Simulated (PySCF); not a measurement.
A user runs PySCF on Li (P6_3/mmc, 2 atoms in the cell) and asks whether the run is sound. The aim is a self-consistent single point with DFT PBESOL, Gaussian basis gth-dzvp-molopt-sr, GTH pseudopotentials gth-pbe, FFT density fitting with multigrid.

Cell that was meant: a = 3.0148 Å, b = 3.0148 Å, c = 5.1083 Å, α = 90.00°, β = 90.00°, γ = 120.00°.

Part of the input:

```python
              [0, 0, 5.10832]]),
    atom=[
    ('Li', (-0.00000151, 1.7405962, 1.27708)),
    ('Li', (10.55180151, 0.8702968, 3.83124)),
],
    basis='gth-dzvp-molopt-sr',
    pseudo='gth-pbe',
```

Log, with long lists cut:

```
[INPUT] verbose = 4
[INPUT] num. atoms = 2
[INPUT] num. electrons = 6
[INPUT] charge = 0
[INPUT] spin (= nelec alpha-beta = 2S) = 0
   [... lines left out ...]
diis_start_cycle = 5
diis_space = 8
diis_damp = 0
SCF conv_tol = 1e-08
SCF conv_tol_grad = None
SCF max_cycles = 60

******** PBC SCF flags ********
N kpts = 4
Exchange divergence treatment (exxdiv) = ewald
    madelung (= occupied orbital energy shift) = 0.27759902429419864
    Total energy shift due to Ewald probe charge = -1/2 * Nelec*madelung = -0.832797072883
Smearing method = fermi
DF object = <pyscf.pbc.df.fft.FFTDF object>
Uniform grid, mesh = [33 33 53]
Set gradient conv threshold to 0.0001
nelec by numeric integration = 5.999999999017068
init E= -13.5990926027964
    sigma = 0.00367493  Optimized mu = 0.0203776267638  entropy = 1.07553088893
nelec by numeric integration = 6.000000000075985
    Total E(T) = -14.7753003241142  Free energy = -14.7792528248438  E0 = -14.777276574479
cycle= 1 E= -14.7753003241142  delta_E= -1.18  |g|= 0.355  |ddm|= 9.44
    sigma = 0.00367493  Optimized mu = 0.0269806693212  entropy = 1.06308443894
nelec by numeric integration = 6.000000000332925
    Total E(T) = -14.7843750700316  Free energy = -14.7882818309288  E0 = -14.7863284504802
   [... lines left out ...]
    sigma = 0.00367493  Optimized mu = 0.0401415792344  entropy = 1.05204426907
nelec by numeric integration = 6.000000000829923
    Total E(T) = -14.7927539279326  Free energy = -14.7966201169784  E0 = -14.7946870224555
cycle= 8 E= -14.7927539279326  delta_E= -5.99e-09  |g|= 4.91e-08  |ddm|= 1.94e-05
    sigma = 0.00367493  Optimized mu = 0.0401415797535  entropy = 1.05204422177
nelec by numeric integration = 6.000000000829924
    Total E(T) = -14.7927539281064  Free energy = -14.7966201169784  E0 = -14.7946870225424
Extra cycle  E= -14.7927539281064  delta_E= -1.74e-10  |g|= 1.24e-08  |ddm|= 1.26e-06
converged SCF energy = -14.7927539281064
electrons per cell = 6.000000
highest filled level = 0.037261 Ha, lowest empty level = 0.080314 Ha
```

Q: Is anything amiss in this input, and did it matter?

A: The compared values did not move, but the log warns. The input holds an atom typed several cells away, which can do harm: the crystal is the same, but lattice sums are built about the typed positions. The run converged in 8 iterations, and against the sound input the free energy stays essentially unchanged (within 1 meV/atom). The full log also holds: “WARN: Atoms found out of the primitive cell.”.

An input that runs soundly differs in these lines (not the only fix; some lines may just follow from the change or write a value another way):
```diff
-    ('Li', (10.55180151, 0.8702968, 3.83124)),
+    ('Li', (1.50740151, 0.8702968, 3.83124)),
```

With that input, the run converged in 8 iterations: free energy E − TS -402.6365 eV; Fermi level (on the code's own zero) 1.09 eV (DFT PBESOL, Gaussian basis gth-dzvp-molopt-sr, GTH pseudopotentials gth-pbe, FFT density fitting with multigrid).

On the sound input: the starting cell comes from a database of computed structures (which also holds hypothetical and non-ambient phases and stackings), without a prior relaxation at this level. Values carry the incompleteness of an atom-centred basis. The mesh is very coarse (it stands for a supercell whose shortest vector is 5 Å): a converged loop gives no converged values here.
